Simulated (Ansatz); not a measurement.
Cost and result by functional for the surface energy of the (320) surface of fcc Pb in its 1x1 cell, outermost plane spacing 0.70 Å in the ideal cut, in Ansatz (plane waves, PAW). Single points on the PBE structure, on one kind of machine; costs are rough ratios of the slab run's core time (references not counted) to the cheapest single point. r2SCAN's cost holds its higher cutoff (500 against 420 eV). Differences are taken against r2SCAN for comparison alone: no measured value is at hand, so the table doesn't rank accuracy.

Set-up: 16 atoms, 10.5 Å thick at the start (thin: gaps and levels are the slab's own); mesh 8x4x1; 0.1 eV smearing; dipole correction on; all atoms relaxed; held to the part of the start's symmetry that mesh and held atoms allow; no spin, no spin-orbit, no U. These notes are the PBE run's.

```tsv
functional	relative cost	surface energy (J/m²)	less r2SCAN (J/m²)
PBEsol	1	0.45	0.09
LDA	1	0.50	0.14
RPBE	1	0.24	-0.12
r2SCAN	3	0.36	0.00
PBE (the relaxed run's value)	–	0.34	-0.02
```

The values span 0.26 J/m², while the single points' costs differ by a factor of roughly 3. Differences are of unrounded values.

Ansatz is a program for electronic structure.
